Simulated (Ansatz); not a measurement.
# What N → As does to BN

Start from BN in the zinc blende structure (space group F-43m, No. 216; a = 3.605 Å).

It is then changed as follows: full substitution N → As, then cell and atoms are relaxed.

Computed with PBEsol, PAW, 420 eV (Ansatz, a first-principles code; spin-orbit coupling left out), earlier PAW set. Γ-centred 12×12×12 mesh, Fermi–Dirac width 0.05 eV, for the changed cell.

The density rises by 1.736 g/cm³, from 3.52 g/cm³ to 5.25 g/cm³ and the space group remains F-43m (No. 216). The shortest interatomic distance increases by 0.503 Å (1.561 Å → 2.064 Å) and the band gap falls by 3.21 eV, from 4.29 eV to 1.08 eV. The gap character becomes indirect, Γ → Γ–X (82 % along) (base: indirect, Γ → X) and the smallest direct gap shrinks by 5.55 eV (8.80 eV → 3.25 eV). The width of the top valence band shrinks by 1.37 eV to 5.27 eV and the electron mass goes from 0.89 mₑ along k, 0.29 mₑ across (at X) to 1.1 mₑ along k, 0.21 mₑ across (off the special points).

Final structure:

```xyz
2
Lattice="0.0000 2.3838 2.3838 2.3838 0.0000 2.3838 2.3838 2.3838 0.0000" Properties=species:S:1:pos:R:3 pbc="T T T"
As     1.1919     1.1919     1.1919
B      0.0000     0.0000     0.0000
```

Masses are band curvatures over ±0.01 Å⁻¹ around the edge. Along k means along the line from Γ to the band edge. Whether these cells are dynamically stable was not tested.
